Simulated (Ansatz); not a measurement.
System: hcp Tb. Method: LDA (plane waves, PAW; Ansatz, an electronic-structure program).

Run with plane-wave cutoff 520 eV, 18×18×10 k mesh (along the axes of the cell as run), Fermi–Dirac smearing 0.05 eV, spin-polarised with parallel moments, scalar-relativistic PAW data made under PBE.

Results at a series of volumes:

| V (Å³/atom) | E − E_lowest (meV/atom) | P (GPa) |
|---|---|---|
| 25.551 | 5.24 | 1.628 |
| 26.083 | 1.27 | 0.777 |
| 26.615 | 0.00 | -0.002 |
| 27.148 | 1.21 | -0.715 |
| 27.680 | 4.68 | -1.368 |

### Question
Fit the third-order Birch–Murnaghan equation and give B0 and B′.

### Answer
V0 = 26.614 Å³/atom, B0 = 37.3 GPa, B′ = 3.4 (fit to the energies at full precision).

Shape and atoms are relaxed at each volume.

Measured, for comparison: bulk modulus 38.7 GPa (room temperature, no zero-point or thermal correction; as tabulated in Wikipedia's data pages); equilibrium volume per atom 32.07 Å³/atom (room temperature, no zero-point or thermal correction; as tabulated in Söderlind et al. (2014), doi:10.1088/0953-8984/26/41/416001). Computed (rounded) less measured: bulk modulus -4 %, equilibrium volume per atom -17.0 %.

Note: the 4f shell is treated without U or exact exchange, so its levels and filling can be wrong; the collinear magnetic order is the start's and need not be the measured one; the bulk modulus comes from volumes at which shape and atoms were relaxed.

Spin–orbit coupling is not included.

It cost about 23 core-minutes (a rough figure) of CPU time.
